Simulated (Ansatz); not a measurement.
Cost and result by functional for the adsorption energy of OH on the 1x1 (110) surface of bcc W, one in a 2x2 cell, started at the site 'bridge W-W (span 2.8 Å)', in Ansatz (plane waves, PAW). Single points on the PBE structure, on one kind of machine; costs are rough ratios of the slab run's core time (references not counted) to the cheapest single point. r2SCAN's cost holds its higher cutoff (500 against 420 eV). Differences are taken against r2SCAN for comparison alone: no measured value is at hand, so the table doesn't rank accuracy.

Model: 18-atom slab, 6.6 Å thick at the start under the adsorbate (thin: gaps and levels are the slab's own), 6x6x1 mesh, Fermi-Dirac 0.1 eV, dipole correction, 8 atoms held, the rest relaxed; no symmetry held; no spin, no spin-orbit, no U, no dispersion correction. At the end it is bonded to 2 W. In PBE it is, or lies within 0.03 eV of, the lowest of the starts that converged. These notes are the PBE run's. Adsorption energies are against H2O(g) − ½ H2(g). A negative adsorption energy means that the adsorbate is more stable on the surface than in its reference.

```csv
functional,relative cost,adsorption energy (eV),less r2SCAN (eV)
RPBE,1,-0.78,0.41
r2SCAN,2,-1.20,0.00
PBE (the relaxed run's value),–,-0.99,0.20
```

The values span 0.41 eV, while the single points' costs differ by a factor of roughly 2. Differences are of unrounded values.

Ansatz is a program for electronic structure.
